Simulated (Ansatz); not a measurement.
# 2 layers of hBN, twisted by 9.4°

Method: PBE+D3(BJ) (plane waves to 420 eV, PAW; Ansatz, a first-principles code). Scalar-relativistic, without spin–orbit coupling; PBE gaps are too small against experiment. Its k-point mesh 2×2×1, Fermi–Dirac width 0.01 eV. A dipole correction is on.

* **gap between facing atomic planes**: 3.36 Å
* **step of the vacuum level across the stack (top less bottom)**: 0.00 eV
* **interaction energy of the frozen layers**: -15.8 meV/Å²
* **interaction energy without the D3 term at this geometry**: +3.8 meV/Å²
* **PBE gap over the mesh and listed points off it**: 4.35 eV
* **valence and conduction edges under the vacuum level of the lower face**: 5.82 and 1.47 eV

```yaml
crystal:
  lattice:
    - [15.26055, 0.00000, 0.00000]
    - [-7.63028, 13.21602, 0.00000]
    - [0.00000, 0.00000, 21.50000]
  atoms:
    - { symbol: B, position: [0.11729, 0.82896, 0.41951] }
    - { symbol: B, position: [0.19829, 0.01817, 0.41885] }
    - { symbol: B, position: [0.14414, 0.55860, 0.42142] }
    - { symbol: B, position: [0.22534, 0.74785, 0.42115] }
    - { symbol: B, position: [0.30642, 0.93707, 0.42042] }
    - { symbol: B, position: [0.09005, 0.09915, 0.41812] }
    - { symbol: B, position: [0.17104, 0.28833, 0.41951] }
    - { symbol: B, position: [0.25215, 0.47749, 0.42115] }
    - { symbol: B, position: [0.33333, 0.66667, 0.42180] }
    - { symbol: B, position: [0.41446, 0.85586, 0.42142] }
    - { symbol: B, position: [0.49550, 0.04506, 0.42109] }
    - { symbol: B, position: [0.27925, 0.20734, 0.41944] }
    - { symbol: B, position: [0.36028, 0.39645, 0.42069] }
    - { symbol: B, position: [0.44140, 0.58554, 0.42142] }
    - { symbol: B, position: [0.52251, 0.77466, 0.42115] }
    - { symbol: B, position: [0.60355, 0.96383, 0.42069] }
    - { symbol: B, position: [0.38742, 0.12627, 0.42033] }
    - { symbol: B, position: [0.46846, 0.31541, 0.42088] }
    - { symbol: B, position: [0.54956, 0.50450, 0.42109] }
    - { symbol: B, position: [0.63065, 0.69358, 0.42042] }
    - { symbol: B, position: [0.71167, 0.88271, 0.41951] }
    - { symbol: B, position: [0.79266, 0.07191, 0.41944] }
    - { symbol: B, position: [0.57656, 0.23426, 0.42130] }
    - { symbol: B, position: [0.65770, 0.42344, 0.42130] }
    - { symbol: B, position: [0.73884, 0.61258, 0.42033] }
    - { symbol: B, position: [0.81989, 0.80171, 0.41885] }
    - { symbol: B, position: [0.90085, 0.99090, 0.41812] }
    - { symbol: B, position: [0.68459, 0.15305, 0.42088] }
    - { symbol: B, position: [0.76574, 0.34230, 0.42130] }
    - { symbol: B, position: [0.84695, 0.53154, 0.42088] }
    - { symbol: B, position: [0.92809, 0.72075, 0.41944] }
    - { symbol: B, position: [0.00910, 0.90995, 0.41812] }
    - { symbol: B, position: [0.87373, 0.26116, 0.42033] }
    - { symbol: B, position: [0.95494, 0.45044, 0.42109] }
    - { symbol: B, position: [0.03617, 0.63972, 0.42069] }
    - { symbol: B, position: [0.98183, 0.18011, 0.41885] }
    - { symbol: B, position: [0.06293, 0.36935, 0.42042] }
    - { symbol: N, position: [0.12628, 0.73887, 0.42041] }
    - { symbol: N, position: [0.20736, 0.92813, 0.41941] }
    - { symbol: N, position: [0.15302, 0.46844, 0.42106] }
    - { symbol: N, position: [0.23426, 0.65771, 0.42160] }
    - { symbol: N, position: [0.31543, 0.84698, 0.42106] }
    - { symbol: N, position: [0.09916, 0.00912, 0.41798] }
    - { symbol: N, position: [0.18010, 0.19829, 0.41874] }
    - { symbol: N, position: [0.26113, 0.38742, 0.42041] }
    - { symbol: N, position: [0.34229, 0.57655, 0.42160] }
    - { symbol: N, position: [0.42345, 0.76574, 0.42160] }
    - { symbol: N, position: [0.50451, 0.95495, 0.42115] }
    - { symbol: N, position: [0.28834, 0.11733, 0.41936] }
    - { symbol: N, position: [0.36935, 0.30643, 0.42029] }
    - { symbol: N, position: [0.45044, 0.49549, 0.42115] }
    - { symbol: N, position: [0.53156, 0.68457, 0.42106] }
    - { symbol: N, position: [0.61258, 0.87372, 0.42041] }
    - { symbol: N, position: [0.39647, 0.03621, 0.42063] }
    - { symbol: N, position: [0.47750, 0.22537, 0.42091] }
    - { symbol: N, position: [0.55861, 0.41446, 0.42121] }
    - { symbol: N, position: [0.63974, 0.60353, 0.42063] }
    - { symbol: N, position: [0.72077, 0.79264, 0.41941] }
    - { symbol: N, position: [0.80171, 0.98181, 0.41874] }
    - { symbol: N, position: [0.58554, 0.14416, 0.42121] }
    - { symbol: N, position: [0.66667, 0.33333, 0.42148] }
    - { symbol: N, position: [0.74787, 0.52250, 0.42091] }
    - { symbol: N, position: [0.82898, 0.71166, 0.41936] }
    - { symbol: N, position: [0.90996, 0.90084, 0.41798] }
    - { symbol: N, position: [0.69357, 0.06291, 0.42029] }
    - { symbol: N, position: [0.77463, 0.25213, 0.42091] }
    - { symbol: N, position: [0.85584, 0.44139, 0.42121] }
    - { symbol: N, position: [0.93709, 0.63065, 0.42029] }
    - { symbol: N, position: [0.01819, 0.81990, 0.41874] }
    - { symbol: N, position: [0.88267, 0.17102, 0.41936] }
    - { symbol: N, position: [0.96379, 0.36026, 0.42063] }
    - { symbol: N, position: [0.04505, 0.54956, 0.42115] }
    - { symbol: N, position: [0.99088, 0.09004, 0.41798] }
    - { symbol: N, position: [0.07187, 0.27923, 0.41941] }
    - { symbol: B, position: [0.18011, 0.98183, 0.58115] }
    - { symbol: B, position: [0.15305, 0.68459, 0.57912] }
    - { symbol: B, position: [0.26116, 0.87373, 0.57967] }
    - { symbol: B, position: [0.36935, 0.06293, 0.57958] }
    - { symbol: B, position: [0.12627, 0.38742, 0.57967] }
    - { symbol: B, position: [0.23426, 0.57656, 0.57870] }
    - { symbol: B, position: [0.34230, 0.76574, 0.57870] }
    - { symbol: B, position: [0.45044, 0.95494, 0.57891] }
    - { symbol: B, position: [0.09915, 0.09005, 0.58188] }
    - { symbol: B, position: [0.20734, 0.27925, 0.58056] }
    - { symbol: B, position: [0.31541, 0.46846, 0.57912] }
    - { symbol: B, position: [0.42344, 0.65770, 0.57870] }
    - { symbol: B, position: [0.53154, 0.84695, 0.57912] }
    - { symbol: B, position: [0.63972, 0.03617, 0.57931] }
    - { symbol: B, position: [0.28833, 0.17104, 0.58049] }
    - { symbol: B, position: [0.39645, 0.36028, 0.57931] }
    - { symbol: B, position: [0.50450, 0.54956, 0.57891] }
    - { symbol: B, position: [0.61258, 0.73884, 0.57967] }
    - { symbol: B, position: [0.72075, 0.92809, 0.58056] }
    - { symbol: B, position: [0.47749, 0.25215, 0.57885] }
    - { symbol: B, position: [0.58554, 0.44140, 0.57858] }
    - { symbol: B, position: [0.69358, 0.63065, 0.57958] }
    - { symbol: B, position: [0.80171, 0.81989, 0.58115] }
    - { symbol: B, position: [0.90995, 0.00910, 0.58188] }
    - { symbol: B, position: [0.55860, 0.14414, 0.57858] }
    - { symbol: B, position: [0.66667, 0.33333, 0.57820] }
    - { symbol: B, position: [0.77466, 0.52251, 0.57885] }
    - { symbol: B, position: [0.88271, 0.71167, 0.58049] }
    - { symbol: B, position: [0.99090, 0.90085, 0.58188] }
    - { symbol: B, position: [0.74785, 0.22534, 0.57885] }
    - { symbol: B, position: [0.85586, 0.41446, 0.57858] }
    - { symbol: B, position: [0.96383, 0.60355, 0.57931] }
    - { symbol: B, position: [0.07191, 0.79266, 0.58056] }
    - { symbol: B, position: [0.82896, 0.11729, 0.58049] }
    - { symbol: B, position: [0.93707, 0.30642, 0.57958] }
    - { symbol: B, position: [0.04506, 0.49550, 0.57891] }
    - { symbol: B, position: [0.01817, 0.19829, 0.58115] }
    - { symbol: N, position: [0.17102, 0.88267, 0.58064] }
    - { symbol: N, position: [0.14416, 0.58554, 0.57879] }
    - { symbol: N, position: [0.25213, 0.77463, 0.57909] }
    - { symbol: N, position: [0.36026, 0.96379, 0.57937] }
    - { symbol: N, position: [0.11733, 0.28834, 0.58064] }
    - { symbol: N, position: [0.22537, 0.47750, 0.57909] }
    - { symbol: N, position: [0.33333, 0.66667, 0.57852] }
    - { symbol: N, position: [0.44139, 0.85584, 0.57879] }
    - { symbol: N, position: [0.09004, 0.99088, 0.58202] }
    - { symbol: N, position: [0.19829, 0.18010, 0.58126] }
    - { symbol: N, position: [0.30643, 0.36935, 0.57971] }
    - { symbol: N, position: [0.41446, 0.55861, 0.57879] }
    - { symbol: N, position: [0.52250, 0.74787, 0.57909] }
    - { symbol: N, position: [0.63065, 0.93709, 0.57971] }
    - { symbol: N, position: [0.27923, 0.07187, 0.58059] }
    - { symbol: N, position: [0.38742, 0.26113, 0.57959] }
    - { symbol: N, position: [0.49549, 0.45044, 0.57885] }
    - { symbol: N, position: [0.60353, 0.63974, 0.57937] }
    - { symbol: N, position: [0.71166, 0.82898, 0.58064] }
    - { symbol: N, position: [0.46844, 0.15302, 0.57894] }
    - { symbol: N, position: [0.57655, 0.34229, 0.57840] }
    - { symbol: N, position: [0.68457, 0.53156, 0.57894] }
    - { symbol: N, position: [0.79264, 0.72077, 0.58059] }
    - { symbol: N, position: [0.90084, 0.90996, 0.58202] }
    - { symbol: N, position: [0.54956, 0.04505, 0.57885] }
    - { symbol: N, position: [0.65771, 0.23426, 0.57840] }
    - { symbol: N, position: [0.76574, 0.42345, 0.57840] }
    - { symbol: N, position: [0.87372, 0.61258, 0.57959] }
    - { symbol: N, position: [0.98181, 0.80171, 0.58126] }
    - { symbol: N, position: [0.73887, 0.12628, 0.57959] }
    - { symbol: N, position: [0.84698, 0.31543, 0.57894] }
    - { symbol: N, position: [0.95495, 0.50451, 0.57885] }
    - { symbol: N, position: [0.06291, 0.69357, 0.57971] }
    - { symbol: N, position: [0.81990, 0.01819, 0.58126] }
    - { symbol: N, position: [0.92813, 0.20736, 0.58059] }
    - { symbol: N, position: [0.03621, 0.39647, 0.57937] }
    - { symbol: N, position: [0.00912, 0.09916, 0.58202] }
```
